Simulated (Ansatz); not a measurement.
An Ansatz (an electronic-structure program) input (Ansatz r2SCAN, no SOC, earlier PAW set):

Ansatz 0.2 input:
```yaml
crystal:
  lattice:
    - [0, 3.990724718, 3.990724718]
    - [3.990724718, 0, 3.990724718]
    - [3.990724718, 3.990724718, 0]
  atoms:
    - { symbol: Al, position: [-0.0017409819, 0.0041671662, 0.4984530569] }
    - { symbol: Al, position: [0.0006220646, 0.5033013393, -0.0022364367] }
    - { symbol: Al, position: [0.0056335358, 0.5020069762, 0.5000812083] }
    - { symbol: Al, position: [0.5034118471, 0.0010822974, -0.0042453893] }
    - { symbol: Al, position: [0.5055923169, -0.0034095666, 0.4929680283] }
    - { symbol: Al, position: [0.4984243067, 0.5038602852, -0.0016935875] }
    - { symbol: Al, position: [0.5007304934, 0.4999143151, 0.4981735908] }
basis: { ecutwfc: 500, ecutrho_ratio: 4, xc_grid: 4, fft_grid_basis: typed }
kpoints: { mp_grid: { grid: [7, 7, 7] } }
hamiltonian:
  xc: r2scan
  dispersion: none
  pseudopotentials: { azcp: { folder: ./paw }, kind: paw }
scf: { occupations: { method: fermi_dirac, width: 0.05 }, convergence: { dr2_threshold: 0.0000000007 } }
relax: { f_tol: 0.02, max_steps: 45 }
output: { forces: true, stress: true }
checkpoint: { write: state.ck, write_every: 1000 }
```

Task: Which symmetry and how many k-points will the program report, and about how many plane waves at Γ?

Result: Space group P1 (ITA 1) with 1 operations, k-points 172 of 343, and 3215 plane waves at Γ.

Task: And the final pressure?

Result: -1.88 GPa (compression positive).

The cell is small, so the values are those of an ordered compound at a high defect concentration; dilute-limit values will differ. The cell was made from Al in the fcc (Cu type) structure (space group Fm-3m, No. 225) by this change: Al vacancy. The defect cell is not spin-polarised.
